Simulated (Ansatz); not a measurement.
Defect migration in rock-salt MgO: interstitial Li, charge state +1. Level of theory: PBE, PAW (plane waves to 420 eV; Ansatz, a first-principles code).

64-site cell at the relaxed PBE lattice, the Γ point alone, smearing 0.01 eV, spin-restricted, no finite-size correction. No zero-point or tunnelling terms. The charge state is imposed; whether it is stable for some Fermi level was not computed. Sites that were not tried may lie lower.

Barriers: single points on a 2×2×2 k-point mesh shifted by half a step at the bands' geometries.

The step: one Li atom jumps by itself. Atoms about the jump, Cartesian Å from the middle of the jump, before and after:

```
atom     x0     y0     z0     x1     y1     z1
----  -----  -----  -----  -----  -----  -----
Li1   -1.06   0.00   0.00   1.06   0.00   0.00
O2    -0.02   1.04  -1.04   0.02   1.04  -1.04
O3    -0.02  -1.04   1.04   0.02  -1.04   1.04
Mg4    0.15  -1.21  -1.21  -0.15  -1.21  -1.21
Mg5    0.15   1.21   1.21  -0.15   1.21   1.21
O6     2.15  -1.07  -1.07   2.10  -1.04  -1.04
O7    -2.10  -1.04  -1.04  -2.15  -1.07  -1.07
O8     2.15   1.07   1.07   2.10   1.04   1.04
O9    -2.10   1.04   1.04  -2.15   1.07   1.07
Mg10   2.13   1.06  -1.07   2.27   1.21  -1.21
Mg11   2.13  -1.07   1.06   2.27  -1.21   1.21
Mg12  -2.27   1.21  -1.21  -2.13   1.06  -1.07
Mg13  -2.27  -1.21   1.21  -2.13  -1.07   1.06
Mg14   0.00   1.06  -3.19   0.00   1.06  -3.19
Mg15   0.00  -3.19   1.06   0.00  -3.19   1.06
Mg16   0.00   3.19  -1.07   0.00   3.19  -1.07
Mg17   0.00  -1.07   3.19   0.00  -1.07   3.19
O18    0.01  -1.07  -3.21  -0.01  -1.07  -3.21
O19    0.01  -3.21  -1.07  -0.01  -3.21  -1.07
O20    0.01   3.21   1.07  -0.01   3.21   1.07
O21    0.01   1.07   3.21  -0.01   1.07   3.21
O22    2.12   1.06  -3.19   2.14   1.07  -3.21
O23   -2.14   1.07  -3.21  -2.12   1.06  -3.19
O24    2.12  -3.19   1.06   2.14  -3.21   1.07
O25   -2.14  -3.21   1.07  -2.12  -3.19   1.06
Mg26   2.15  -1.07  -3.22   2.13  -1.07  -3.19
Mg27   2.15  -3.22  -1.07   2.13  -3.19  -1.07
Mg28  -2.13  -1.07  -3.19  -2.15  -1.07  -3.22
Mg29  -2.13  -3.19  -1.07  -2.15  -3.22  -1.07
```

Where do these atoms stand at the saddle point, and how high is it?


```json
[
 {"atom": "Li1", "x": "0.00", "y": "-0.02", "z": "-0.02"},
 {"atom": "O2", "x": "0.00", "y": "1.19", "z": "-1.17"},
 {"atom": "O3", "x": "0.00", "y": "-1.16", "z": "1.18"},
 {"atom": "Mg4", "x": "0.00", "y": "-1.41", "z": "-1.41"},
 {"atom": "Mg5", "x": "0.00", "y": "1.39", "z": "1.38"},
 {"atom": "O6", "x": "2.00", "y": "-1.05", "z": "-1.06"},
 {"atom": "O7", "x": "-2.00", "y": "-1.05", "z": "-1.06"},
 {"atom": "O8", "x": "2.02", "y": "1.06", "z": "1.06"},
 {"atom": "O9", "x": "-2.02", "y": "1.06", "z": "1.06"},
 {"atom": "Mg10", "x": "2.12", "y": "1.10", "z": "-1.09"},
 {"atom": "Mg11", "x": "2.12", "y": "-1.08", "z": "1.09"},
 {"atom": "Mg12", "x": "-2.12", "y": "1.09", "z": "-1.09"},
 {"atom": "Mg13", "x": "-2.12", "y": "-1.08", "z": "1.09"},
 {"atom": "Mg14", "x": "0.00", "y": "1.09", "z": "-3.20"},
 {"atom": "Mg15", "x": "0.00", "y": "-3.19", "z": "1.08"},
 {"atom": "Mg16", "x": "0.00", "y": "3.20", "z": "-1.08"},
 {"atom": "Mg17", "x": "0.00", "y": "-1.08", "z": "3.20"},
 {"atom": "O18", "x": "0.00", "y": "-1.09", "z": "-3.29"},
 {"atom": "O19", "x": "0.00", "y": "-3.28", "z": "-1.09"},
 {"atom": "O20", "x": "0.00", "y": "3.28", "z": "1.09"},
 {"atom": "O21", "x": "0.00", "y": "1.10", "z": "3.28"},
 {"atom": "O22", "x": "2.15", "y": "1.06", "z": "-3.19"},
 {"atom": "O23", "x": "-2.14", "y": "1.06", "z": "-3.19"},
 {"atom": "O24", "x": "2.15", "y": "-3.18", "z": "1.06"},
 {"atom": "O25", "x": "-2.14", "y": "-3.18", "z": "1.06"},
 {"atom": "Mg26", "x": "2.16", "y": "-1.06", "z": "-3.23"},
 {"atom": "Mg27", "x": "2.16", "y": "-3.22", "z": "-1.06"},
 {"atom": "Mg28", "x": "-2.15", "y": "-1.06", "z": "-3.23"},
 {"atom": "Mg29", "x": "-2.15", "y": "-3.22", "z": "-1.06"}
]
```
It lies 1.38 eV above the start and 1.38 eV above the end. The check of the saddle point's order was inconclusive, and it lies on a symmetry element of the cell, where a band can be held.
